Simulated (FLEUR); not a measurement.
FLEUR run on Mg₂Pd (I4/mmm, 3 atoms in the cell): self-consistent single point.

Level of theory: FLEUR with LDA (Vosko-Wilk-Nusair), all-electron FLAPW (FLEUR), scalar-relativistic valence.

```xyz
3
Lattice="-1.6080 1.6080 5.0028 1.6080 -1.6080 5.0028 1.6080 1.6080 -5.0028" Properties=species:S:1:pos:R:3 pbc="T T T"
Mg     0.0000     0.0000     6.4758
Mg     0.0000     0.0000     3.5298
Pd     0.0000     0.0000     0.0000
```

Reference input (self-consistent single point, DFT, LDA (Vosko-Wilk-Nusair), all-electron FLAPW (FLEUR), scalar-relativistic valence): Kmax = 4.4 1/bohr; GmaxXC = 13.2 1/bohr; xcFunctional = vwn; jspins = 1; l_soc = F; mode = hist; fermiSmearingEnergy = 0.00367493 Htr; mesh (inpgen div1-3) = 12 12 12; inpgen gamma flag = true; Gmax = 13.2 1/bohr; numbands = 0; maxIterBroyd = 40. This run's input differs from it in these lines:

```diff
@@ -16,3 +16,3 @@
 &exco xctyp='vwn' /
-&kpt div1=12 div2=12 div3=12 gamma=t /
+&kpt div1=7 div2=7 div3=7 /
 &end /
```

The program printed (abridged):

```
 Iteration:     1   Distance:       6.52119164 me/bohr^3
 Iteration:     2   Distance:       5.82745376 me/bohr^3
 Iteration:     3   Distance:       2.26690812 me/bohr^3
 Iteration:     4   Distance:       1.26784912 me/bohr^3
 Iteration:     5   Distance:       0.85644798 me/bohr^3
   [... 7 lines left out ...]
 Iteration:    13   Distance:       0.00012873 me/bohr^3
 Iteration:    14   Distance:       0.00005221 me/bohr^3
 Iteration:    15   Distance:       0.00001349 me/bohr^3
 Iteration:    16   Distance:       0.00000116 me/bohr^3
 Reset of history
 Run finished successfully
 Stop message:
   Structural relaxation: new displacements generated

[file out, last iteration]
             iter=     17
[...]
          total density-effective poten   -8.8875669993E+03
          total charge density-energy d   -1.7073878530E+02
 Updated energy parameters for spin:           1
[...]
 fermi energy and band-weighting factors:

[...]
FERMIE:
          first approx. to ef    (T=0)  :   0.239622 htr   (energy of the highest occ. eigenvalue)
          number of occ. states  (T=0)  :        719
          first approx. to seigv (T=0)  : -33.566405 htr
          sum of weights of occ. states :  18.023324
          sum of semicore charge        :   0.000000 e
FERHIS:  Fermi-Energy by histogram:
          bandgap                     :   0.002274 htr
   [... lines left out ...]
          charge neutrality (T=0)     :   0.046647    (zero if the highest occ. eigenvalue is "entirely" occupied)
     EF_NEWTON:  Adjust Fermi-Energy by Newton-Method.
 Direct bandgap for spin            1 :    2.3537854305401118E-002  Htr
 ---->    free energy=                     -5441.4653534721 htr
   [... lines left out ...]
      extrapolation for T->0
 ---->    total electron energy=           -5441.4646313120 htr
 ***** TOTAL FORCES ON ATOMS *****
 TOTAL FORCE FOR ATOM TYPE=  1  X=  0.000   Y=  0.000   Z= -6.670
                       FX_TOT= 0.000000 FY_TOT= 0.000000 FZ_TOT=-0.002082
 TOTAL FORCE FOR ATOM TYPE=  2  X=  0.000   Y=  0.000   Z=  0.000
                       FX_TOT= 0.000000 FY_TOT= 0.000000 FZ_TOT= 0.000000
```

The run converged in 16 iterations. FLEUR gives forces in its relaxation mode, with a further iteration, so its stop message speaks of a relaxation. Against the reference run the free energy goes up by 2.2 meV/atom.

The starting cell comes from a database of computed structures (which also holds hypothetical and non-ambient phases and stackings), without a prior relaxation at this level. Its lattice was rescaled by a random factor within 2.5 % of one. Spin polarisation is off. Values depend on the basis (sphere radii, cutoffs, local orbitals), which need not be converged. The log's line on a gap gives a spacing of levels on this mesh, which the program prints for metals too.

Cost on one core of a shared machine: roughly 3 min.
